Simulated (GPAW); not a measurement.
Input and output of a self-consistent single point for KF (Fm-3m, 2 atoms in the cell) (GPAW).

Method: LDA (Perdew-Wang 92), GPAW PAW datasets LDA (gpaw-data 1.0.1) (plane waves; GPAW 25.7.0).

```
CELL_PARAMETERS angstrom
      0.00000     2.67500     2.67500
      2.67500     0.00000     2.67500
      2.67500     2.67500     0.00000
ATOMIC_POSITIONS crystal
  K  0.00000 0.00000 0.00000
  F  0.50000 0.50000 0.50000
```

Reference input (self-consistent single point, DFT PBE, plane waves, GPAW PAW datasets PBE (gpaw-data 1.0.1)): mode = pw; ecut = 900 eV; xc = PBE; kpts = 9 9 9; mesh shift (steps) = 0 0 0; occupations.name = fermi-dirac; occupations.width = 0.01 eV; nbands = -8; convergence.forces = 0.001 eV/Å; convergence.bands = -6; symmetry.symmorphic = false; symmetry.tolerance = 0.0005. This run's input differs from it in these lines:

```diff
@@ -13,3 +13,3 @@
 calc = GPAW(mode={'name': 'pw', 'ecut': 900},
-            xc='PBE',
+            xc='LDA',
             kpts=(9, 9, 9),
```

Its files differ too (potentials: GPAW PAW datasets LDA (gpaw-data 1.0.1)).

The program printed (abridged):

```
     iter     time        total  log10-change:
                         energy   eigst   dens  force
iter:   1 --:--:--    -9.959056   +2.08
iter:   2 --:--:--    -9.792530   +0.74  -1.27
iter:   3 --:--:--    -9.318921   -0.16  -1.31
iter:   4 --:--:--    -9.322721   -1.31  -1.46
iter:   5 --:--:--    -9.287835   -1.40  -1.47
iter:   6 --:--:--    -9.261894   -2.04  -1.97
iter:   7 --:--:--    -9.282263   -2.10  -2.33
iter:   8 --:--:--    -9.261780   -2.26  -2.13
iter:   9 --:--:--    -9.260367   -2.61  -2.59
iter:  10 --:--:--    -9.260047c  -4.33  -2.87
iter:  11 --:--:--    -9.260019c  -5.33  -3.47
iter:  12 --:--:--    -9.260015c  -5.45  -3.83
iter:  13 --:--:--    -9.260015c  -7.88c -4.46c
iter:  14 --:--:--    -9.260015c  -7.45c -4.49c -22.78c
Converged after 14 iterations.

Dipole moment: (0.000000, 0.000000, 0.000000) |e|*Ang

Energy contributions relative to reference atoms: (reference = -19039.628778)

Kinetic:         +2.951476
Potential:       -2.048739
External:        +0.000000
XC:              -9.499982
Entropy (-ST):   -0.000000
Local:           -0.662770
SIC:             +0.000000
--------------------------
Free energy:     -9.260015
Extrapolated:    -9.260015

Showing only first 2 kpts
 Kpt  Band  Eigenvalues  Occupancy
  0     6     -0.81822    2.00000
  0     7     -0.81822    2.00000
  0     8      4.96700    0.00000
  0     9      9.67668    0.00000

  1     6     -0.83295    2.00000
  1     7     -0.83295    2.00000
  1     8      5.41574    0.00000
  1     9      9.19875    0.00000

Fermi level: 0.82186

Gap: 5.785 eV
Transition (v -> c):
  (s=0, k=0, n=7, [0.00, 0.00, 0.00]) -> (s=0, k=0, n=8, [0.00, 0.00, 0.00])
No difference between direct/indirect transitions
Energy (eV): -9.260015

Forces in eV/Ang:
  0 K    -0.00000   -0.00000    0.00000
  1 F     0.00000   -0.00000   -0.00000

Stress tensor:
     0.027483     0.000000    -0.000000
     0.000000     0.027483    -0.000000
    -0.000000    -0.000000     0.027483
Stress (GPa, Voigt): [ 4.4033  4.4033  4.4033 -0.     -0.      0.    ]
```

The run converged in 14 iterations. GPAW prints stress with tension positive. Against the reference run the gap on the mesh goes from 6.163 to 5.785 eV.

At such cutoffs GPAW's stress carries a finite-basis (Pulay) error, which enters relaxed cells too; its log prints stress with tension positive.

The starting cell has typed, rounded lattice constants, without a prior relaxation at this level.

Cost on one core of a shared machine: roughly 30 s.
